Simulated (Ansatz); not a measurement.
# How far PBE and PBEsol part for hypothetical diamond Fe, pressure 1.5 GPa

Base system: Fe in the diamond structure (space group Fd-3m, No. 227; a = 4.873 Å; non-magnetic; a hypothetical phase, not in the database extracts checked).

(Cell as relaxed with PBE.)

Levels (all Ansatz, an electronic-structure program, PAW): PBE (420 eV, no spin-orbit coupling); PBEsol (420 eV, scalar-relativistic without spin-orbit coupling).

Each level relaxes its own structure.

| base | PBE | PBEsol |
|---|---|---|
| volume per atom | 14.47 Å³ | 13.86 Å³ |
| lattice parameter a | 4.873 Å | 4.805 Å |
| band gap | zero | zero |

It is then changed as follows: a hydrostatic pressure of 1.5 GPa.

| quantity | PBE | PBEsol |
|---|---|---|
| volume per atom | 14.33 Å³ | … |
| band gap | zero | … |

Task: What does PBEsol give?

Result: 
- volume per atom, PBEsol: 13.75 Å³
- band gap, PBEsol: zero

PBE's volume per atom lies 0.58 Å³ above PBEsol's (4.2 %); the two agree on the band gap. Neither level is exact; PBEsol is the comparison here, not a measurement.

Load acts through the strain it causes; cell and atoms are relaxed under it. Whether these cells are dynamically stable was not tested. Seeded moments were not kept for the base. All final runs are without spin polarisation.
